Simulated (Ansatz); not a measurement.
## TiO2: band gap against strain

TiO2 (rutile, P4_2/mnm, 10.057 Å³/atom at rest, c along z) under an equal strain ε along all three axes. LDA in Ansatz, a plane-wave DFT program (PAW, default set), 420 eV, 7×7×11 Γ-centred mesh, Fermi-Dirac smearing 0.05 eV; ions are relaxed within the symmetry of each cell. Gaps are the smallest over the k-mesh and a band path, without spin-orbit coupling; in all rows the valence edge lies at Γ and the conduction edge at Γ.

Here s stands for strain and Eg for gap.

```
strain (%)  gap (eV)
----------  --------
-3.00              ?
-1.80          1.916
-1.20          1.895
-0.60          1.876
0.00           1.858
```

Task: Using a straight line, estimate the missing Eg at s = -3.00 from the other rows, showing the fit.

Result: Means: s -0.90000, Eg 1.8862. About the means, the sum of products is -0.057900 and the sum of squares of s is 1.8000; the slope is their ratio. Least squares gives Eg = 1.8573 - 0.03217·s. Residuals (row less fit): 0.0008, -0.0009, -0.0006, 0.0007; standard error 0.0011 (degrees of freedom: 2). Over these rows the gap moves by -3.2 ± 0.08 eV per unit strain, or -1.1 eV per unit of ln V. At the withheld row, Eg = 1.8573 - 0.03217 × (-3.0) = 1.9538 eV. The calculation gives 1.960 eV, 0.0062 eV above the prediction (6.1 % of the range of Eg in the table). The row lies outside the fitted rows, so this is an extrapolation. From the scatter of the fitted rows alone, a prediction at this place has a standard error of 0.0021 eV, so the miss is 3.0 times that.

One order more, fitted to all 6 runs of the series, follows each within 0.001, so the miss is the next term of a smooth law. The primitive cell can neither tilt nor turn polar against its symmetry, as such crystals can under strain. Other structures, which can take over under pressure, weren't tried. Rows are the converged runs of the series near zero and its far end; series whose fitted rows scatter by over a few per cent of the range, as at a crossing or softening among them, aren't shown in this form. Most that stay on the fit to the last digits aren't either.
